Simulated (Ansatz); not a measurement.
The reference is ZnO in the wurtzite structure (space group P6_3mc, No. 186; a = 3.1869 Å, c = 5.1526 Å). Axes: x lies along a and z along c of the hexagonal cell.

Method: plane-wave PAW DFT at the LDA level (Ansatz, a quantum-chemistry and plane-wave program, 420 eV), no spin-orbit coupling.

Perturbation: uniaxial strain ε_zz = +0.60 %, all other strain components held at zero, atoms relaxed at fixed cell.

### Question
Predict the stress tensor and what it implies for the stiffness.

### Answer
Stress of the strained cell less that of the base (GPa, compression positive):
```
  -0.73    0.00    0.00
   0.00   -0.73    0.00
   0.00    0.00   -1.41
```

Then −Δσ_ii/ε with ε = 0.0060 gives relaxed-ion elastic constants: C33 ≈ 236 GPa, C13 ≈ 122 GPa and C23 ≈ 122 GPa.

Whether these cells are dynamically stable was not tested.
